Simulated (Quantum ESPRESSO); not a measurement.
**Pressure against volume in rutile-structure ZnF2 (space group 136) (Quantum ESPRESSO, PBE)**

```yaml
crystal:
  lattice:
    - [4.61643, 0.00000, 0.00000]
    - [0.00000, 4.61643, 0.00000]
    - [0.00000, 0.00000, 3.07435]
  atoms:
    - { symbol: Zn, position: [0.00000, 0.00000, 0.00000] }
    - { symbol: Zn, position: [0.50000, 0.50000, 0.50000] }
    - { symbol: F, position: [0.30300, 0.30300, 0.00000] }
    - { symbol: F, position: [0.80300, 0.19700, 0.50000] }
    - { symbol: F, position: [0.19700, 0.80300, 0.50000] }
    - { symbol: F, position: [0.69700, 0.69700, 0.00000] }
```

Level of theory: PBE, PSlibrary PAW (PBE) pseudopotentials (plane waves; Quantum ESPRESSO). Settings: ecutwfc = 72 Ry; ecutrho = 432 Ry; occupations = smearing; smearing = fd; degauss = 0.000734986 Ry; potentials = {Zn: Zn.pbe-dn-kjpaw_psl.1.0.0.UPF, F: F.pbe-n-kjpaw_psl.1.0.0.UPF}; K_POINTS = automatic 7 7 10 0 0 0; conv_thr = 1e-10 Ry. The cell above is the first row's. The rows scale it uniformly. In all rows fractional positions and the k mesh are held.

```
V (Å^3/atom)  P (GPa)
------------  -------
10.920              ?
11.157          10.90
11.395           7.85
11.632           5.12
11.869           2.67
12.107           0.48
12.344          -1.49
12.581          -3.25
12.819          -4.83
```

Taking a cubic for P over the 8 complete rows: With u = V - 12.0, the rows have u = -0.8430, -0.6050, -0.3680, -0.1310, 0.1070, 0.3440, 0.5810, 0.8190. Least squares gives P = 1.432 - 9.1906·u + 2.1480·u² - 0.3231·u³. Residuals (row less fit): 0.000, 0.000, -0.001, -0.004, 0.007, -0.001, -0.004, 0.002; standard error 0.005 (degrees of freedom: 4). The fitted pressure is zero at V0 = 12.16, where dP/dV = -8.521, so B0 = -V0·dP/dV = 104 GPa.

### Question
Predict the withheld P at V = 10.920 from the fit, and compare with the calculation.

### Answer
u = -1.0800, so P = 1.432 - 9.1906 × (-1.0800) + 2.1480 × (-1.0800)² - 0.3231 × (-1.0800)³ = 14.270 GPa. The calculation gives 14.31 GPa, 0.040 GPa above the prediction (0.2 % of the range of P in the table). The row lies outside the fitted rows, so this is an extrapolation. From the scatter of the fitted rows alone, a prediction at this place has a standard error of 0.012 GPa, so the miss is 3.2 times that.

Carrying the step between the two nearest rows on in a straight line would have given 13.94, off by 0.37; series whose last step already gives the withheld value aren't shown. The scan was laid around a cell of about the measured size, scaled by a guess for this functional; axis ratios and inner coordinates come from that cell. The runs keep the symmetry of the cell, so they don't test it for distortions. The shape of the cell and the inner coordinates aren't relaxed, so V0 and B0 belong to this uniform scaling; a relaxed crystal lies no higher in energy and is usually softer (forces reach 0.12 eV/Å in these rows). Cutoffs and mesh are single choices, not tested for convergence of this quantity. Series with a scatter that would blur these digits, or in which a gap closes, are not shown.

Terms beyond the fitted order, or numerical noise in single rows, can give a miss of this size; the table doesn't tell which.
